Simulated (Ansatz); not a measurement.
Input and output of a self-consistent single point for Rb (Im-3m, 1 atom in the cell) (Ansatz, a program for electronic structure).

Method of the run: LDA (PW92), default PAW files made with PBE (plane waves; Ansatz).

The change in words: lattice scaled by 0.98; basis.ecutwfc: 420 eV → 505 eV. Reference geometry:
```xyz
1
Lattice="-2.8335 2.8335 2.8335 2.8335 -2.8335 2.8335 2.8335 2.8335 -2.8335" Properties=species:S:1:pos:R:3 pbc="T T T"
Rb     0.0000     0.0000     0.0000
```

Reference input (self-consistent single point, DFT, LDA (PW92), plane waves, default PAW files made with PBE): basis.ecutwfc = 420 eV; kpoints.mp_grid.grid = 8 8 8; hamiltonian.xc = lda; hamiltonian.pseudopotentials = {kind: paw} (the program's default PAW files); scf.occupations.method = fermi_dirac; scf.occupations.width = 0.1 eV. This run's input differs from it in these lines:

Ansatz 0.2 input:
```diff
@@ -2,5 +2,5 @@
   lattice:
-    - [-2.833475, 2.833475, 2.833475]
-    - [2.833475, -2.833475, 2.833475]
-    - [2.833475, 2.833475, -2.833475]
+    - [-2.776806, 2.776806, 2.776806]
+    - [2.776806, -2.776806, 2.776806]
+    - [2.776806, 2.776806, -2.776806]
   atoms:
@@ -8,3 +8,3 @@
 basis:
-  ecutwfc: 420.0
+  ecutwfc: 505.0
 kpoints:
```

Output (repeated stretches shortened):

```
SCF iter   1: F=—  HF=-3170.760780 eV  |F-HF|=—  |Δ(HF+E_count)|=         —  Δρ=2.70e-3  dr2=2.46e-3  ethr=1.77e-3  ⟨swp⟩=6.9  Hψ=2167  notcnv=0
all-band conjugate gradients solve this SCF's bands
preconditioner: auto → Kerker (q_TF=auto, 1.874 Å⁻¹)
SCF iter   2: F=—  HF=-3170.760997 eV  |F-HF|=—  |Δ(HF+E_count)|=   2.17e-4  Δρ=1.40e-3  dr2=7.08e-4  ethr=2.74e-5  ⟨swp⟩=2.0  Hψ=568  notcnv=0
SCF iter   3: F=—  HF=-3170.761051 eV  |F-HF|=—  |Δ(HF+E_count)|=   5.44e-5  Δρ=1.59e-4  dr2=2.88e-5  ethr=7.87e-6  ⟨swp⟩=2.2  Hψ=400  notcnv=0
SCF iter   4: F=—  HF=-3170.761070 eV  |F-HF|=—  |Δ(HF+E_count)|=   1.91e-5  Δρ=8.05e-5  dr2=5.73e-6  ethr=3.20e-7  ⟨swp⟩=2.1  Hψ=394  notcnv=0
SCF iter   5: F=—  HF=-3170.761071 eV  |F-HF|=—  |Δ(HF+E_count)|=   1.36e-6  Δρ=2.99e-5  dr2=1.37e-6  ethr=6.37e-8  ⟨swp⟩=1.8  Hψ=341  notcnv=0
SCF iter   6: F=-3170.761071 eV  HF=-3170.761071 eV  |F-HF|=3.86e-8  |Δ(HF+E_count)|=   1.25e-7  Δρ=5.64e-6  dr2=7.39e-8  ethr=1.11e-9  ⟨swp⟩=4.0  Hψ=1520  notcnv=0
SCF 1 converged in 6 iterations: F = -3170.761071 eV  dr2 = 7.39e-8
Free energy (F): -3170.761071 eV
Internal energy: -3170.727875 eV  (E = F + TS)
E sigma→0 (E₀):  -3170.744473 eV
Entropy (-TS):   -0.033196 eV (-33.196 meV/atom)
Fermi energy:    1.976186 eV
--- Forces (eV/Å), atoms counted from 1 ---
  atom   1  Rb     0.00000000    -0.00000000     0.00000000
--- Stress (GPa, compression-positive) ---
       -0.280859       0.000000      -0.000000
       -0.000000      -0.280859      -0.000000
        0.000000       0.000000      -0.280859
  P = ⅓ Tr σ = -0.2809 GPa (-2.809 kbar)
  The stress holds the Pulay correction. Without it, at fixed plane waves, as pw.x and ABINIT print it: P = -0.2810 GPa
```

The run converged in 6 iterations. Against the reference run the free energy falls by 11.7 meV/atom and the pressure goes from -0.41 to -0.28 GPa.

The starting cell has typed, rounded lattice constants, without a prior relaxation at this level. Its lattice was rescaled by up to half a per cent. For this run, on top of that: lattice scaled by 0.98. Ansatz's pressure includes its estimate of the finite-basis (Pulay) stress.
